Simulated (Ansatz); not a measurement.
We consider cubic perovskite CsPbCl3 (cubic high-temperature phase), described by PBEsol (Ansatz, a first-principles code, PAW).

Run with plane-wave cutoff 520 eV, 6×6×6 k mesh, Fermi–Dirac smearing 0.01 eV, scalar-relativistic PAW data made under PBE.

Properties against volume:

```csv
V (Å³/atom),P (GPa),direct gap at Γ (eV),smallest gap on the k mesh (eV)
33.349,1.79,5.858,1.534
34.059,1.12,5.811,1.641
34.768,0.53,5.766,1.741
35.478,0.00,5.722,1.833
36.187,-0.47,5.680,1.918
36.897,-0.89,5.640,1.997
37.606,-1.27,5.601,2.069
```

The fundamental gap (1.83 eV at the equilibrium volume, with added k points) lies elsewhere than Γ–Γ.

Note: the relaxation could not lower the start's symmetry, so the cell can be a saddle point above a distorted one.

Spin–orbit coupling is not included; with these elements it can move the gap by several tenths of an eV or more.
